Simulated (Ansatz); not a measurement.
**Effect of x(Pt) = 0.75, 12 atoms, C2 on Al2Cu**

Base system: Al2Cu (space group I4/mcm, No. 140; a = 6.0058 Å, c = 4.7897 Å).

The other end (x = 1) is Al$_{2}$Pt (space group I4/mcm, No. 140; a hypothetical phase, not in the database extracts checked): 16.05 Å³/atom, gap zero; this end may not be an ambient phase.

It is then changed as follows: a fraction x = 0.75 of the Cu sites is given to Pt, ordered in a cell of 12 atoms (starting symmetry C2) and fully relaxed.

Calculations: Ansatz (a quantum-chemistry and plane-wave program) r2SCAN, no spin-orbit coupling. Settings: 10×10×6 k-points, 0.05 eV Fermi–Dirac smearing, for the changed cell.

```json
[
 {"quantity": "density", "base": "4.52 g/cm³", "changed": "7.63 g/cm³", "shift": "+3.11 g/cm³"},
 {"quantity": "shortest interatomic distance", "base": "2.395 Å", "changed": "2.441 Å", "shift": "+0.046 Å"},
 {"quantity": "band gap", "base": "zero", "changed": "zero", "shift": "–"},
 {"quantity": "mixing energy (to 0.01 eV only: unlike meshes or grids) (against an end that may be hypothetical)", "base": "–", "changed": "-0.01 eV/atom", "shift": "–"}
]
```

These are small ordered cells, not random alloys; other orderings at the same x differ. Whether these cells are dynamically stable was not tested. The final runs are not spin-polarised. Al8CuPt3 has a high density of states at the Fermi level and may be magnetic at this level.
